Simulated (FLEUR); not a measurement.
FLEUR run on CdTe (F-43m, 2 atoms in the cell): self-consistent single point.

Level of theory: PBE, all-electron FLAPW (FLEUR), scalar-relativistic valence in FLEUR.

The change in words: lattice scaled by 0.98. Reference geometry:
```
CdTe
1.0
    0.00000     3.24000     3.24000
    3.24000     0.00000     3.24000
    3.24000     3.24000     0.00000
Cd Te
1 1
Direct
  0.00000   0.00000   0.00000
  0.25000   0.25000   0.25000
```

Reference input (self-consistent single point, DFT, PBE, all-electron FLAPW (FLEUR), scalar-relativistic valence): Kmax = 4.1 1/bohr; GmaxXC = 16.4 1/bohr; xcFunctional = pbe; jspins = 1; l_soc = F; mode = hist; fermiSmearingEnergy = 0.00183747 Htr; mesh (inpgen div1-3) = 5 5 5; inpgen gamma flag = false; Gmax = 16.4 1/bohr; numbands = 0; maxIterBroyd = 15. This run's input differs from it in these lines:

```diff
@@ -3,5 +3,5 @@
 &input film=f /
-0.0000000000 3.2400000000 3.2400000000
-3.2400000000 0.0000000000 3.2400000000
-3.2400000000 3.2400000000 0.0000000000
+0.0000000000 3.1752000000 3.1752000000
+3.1752000000 0.0000000000 3.1752000000
+3.1752000000 3.1752000000 -0.0000000000
 1.8897261246
@@ -43,5 +43,5 @@
          <bravaisMatrix>
-            <row-1>    0.0000000000000000     6.1227126437040003     6.1227126437040003</row-1>
-            <row-2>    6.1227126437040003     0.0000000000000000     6.1227126437040003</row-2>
-            <row-3>    6.1227126437040003     6.1227126437040003     0.0000000000000000</row-3>
+            <row-1>    0.0000000000000000     6.0002583908299192     6.0002583908299192</row-1>
+            <row-2>    6.0002583908299192     0.0000000000000000     6.0002583908299192</row-2>
+            <row-3>    6.0002583908299192     6.0002583908299192     0.0000000000000000</row-3>
          </bravaisMatrix>
```

Output (repeated stretches shortened):

```
 Iteration:     1   Distance:       5.33101554 me/bohr^3
 Iteration:     2   Distance:       4.84107397 me/bohr^3
 Iteration:     3   Distance:       2.82133974 me/bohr^3
 Iteration:     4   Distance:       0.89719492 me/bohr^3
 Iteration:     5   Distance:       0.58870663 me/bohr^3
   [... 6 lines left out ...]
 Iteration:    12   Distance:       0.00036326 me/bohr^3
 Iteration:    13   Distance:       0.00004451 me/bohr^3
 Iteration:    14   Distance:       0.00001224 me/bohr^3
 Iteration:    15   Distance:       0.00000970 me/bohr^3
 Run finished successfully
 Stop message:
   Structural relaxation: Done

[file out, last iteration]
             iter=     16
[...]
          total density-effective poten   -2.0544341029E+04
          total charge density-energy d   -3.3098490677E+02
 Updated energy parameters for spin:           1
[...]
 fermi energy and band-weighting factors:
    0.653700    0.670094    0.670094

[...]
FERMIE:
          first approx. to ef    (T=0)  :   0.186246 htr   (energy of the highest occ. eigenvalue)
          number of occ. states  (T=0)  :        238
          first approx. to seigv (T=0)  : -25.320872 htr
          sum of weights of occ. states :  17.000000
          sum of semicore charge        :   0.000000 e
FERHIS:  Fermi-Energy by histogram:
          bandgap                     :   0.035201 htr
   [... lines left out ...]
          charge neutrality (T=0)     :   0.000000    (zero if the highest occ. eigenvalue is "entirely" occupied)
 Direct bandgap for spin            1 :    3.5201027616186042E-002  Htr
 ---->    free energy=                    -12392.9609708252 htr
   [... lines left out ...]
      extrapolation for T->0
 ---->    total electron energy=          -12392.9609708252 htr
 ***** TOTAL FORCES ON ATOMS *****
 TOTAL FORCE FOR ATOM TYPE=  1  X=  0.000   Y=  0.000   Z=  0.000
                       FX_TOT= 0.000000 FY_TOT= 0.000000 FZ_TOT= 0.000000
 TOTAL FORCE FOR ATOM TYPE=  2  X=  3.000   Y=  3.000   Z=  3.000
                       FX_TOT= 0.000000 FY_TOT= 0.000000 FZ_TOT= 0.000000
 Structural relaxation: Done
```

The run converged in 15 iterations. FLEUR gives forces in its relaxation mode, with a further iteration, so its stop message speaks of a relaxation. 

The starting cell has typed, rounded lattice constants, without a prior relaxation at this level. For this run, on top of that: lattice scaled by 0.98. Spin-orbit coupling is off. Values depend on the basis (sphere radii, cutoffs, local orbitals), which need not be converged.

These are the values that this program gave, and no reference: the default basis lacks the next d shell.

Cost on one core of a shared machine: roughly 50 s.
